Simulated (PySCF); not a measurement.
PySCF 2.14.0, WB97X/def2-svpd, df: Al(Cl)(Br)(NH2) ([NH2][Al]([Cl])[Br]), 6 atoms. The geometry is a generated start, not checked to be a minimum at this level.

```
Quantity                      Result
-------------------  ---------------
task                          energy
method                         wb97x
basis                      def2-svpd
two-electron scheme  density fitting
mol.max_memory               3000 MB
mf.max_cycle                     100
mf.init_guess        minao (default)
mf.DIIS              CDIIS (default)
mf.diis_space            8 (default)
mf.conv_tol          1e-09 (default)
mf.grids.level           3 (default)
basis functions                  128
grid points                    92008
```

```xyz
6

Al     0.5517    -0.3622     0.3333
Cl     2.4724    -0.5625    -0.2607
Br    -0.1869    -1.3009     2.2405
N     -0.6731     0.5422    -0.5694
H     -1.6411     0.6609    -0.2960
H     -0.5229     1.0225    -1.4478
```

One run each on 2 threads, 1 BLAS thread. Values of level_shift (Hartree) tried: 0 (default), 0.1, 0.3, 1.

Problem. Predict the course of the Fock builds along this series.

Solution. Fewest Fock builds, within one of each other: 0 (default) with 12, 0.1 with 13. The count rises to 26 at 1. All converge to one solution.

```json
[
 {"level_shift (Hartree)": "0 (default)", "Fock builds": "12", "end": "same solution"},
 {"level_shift (Hartree)": "0.1", "Fock builds": "13", "end": "same solution"},
 {"level_shift (Hartree)": "0.3", "Fock builds": "15", "end": "same solution"},
 {"level_shift (Hartree)": "1", "Fock builds": "26", "end": "same solution"}
]
```
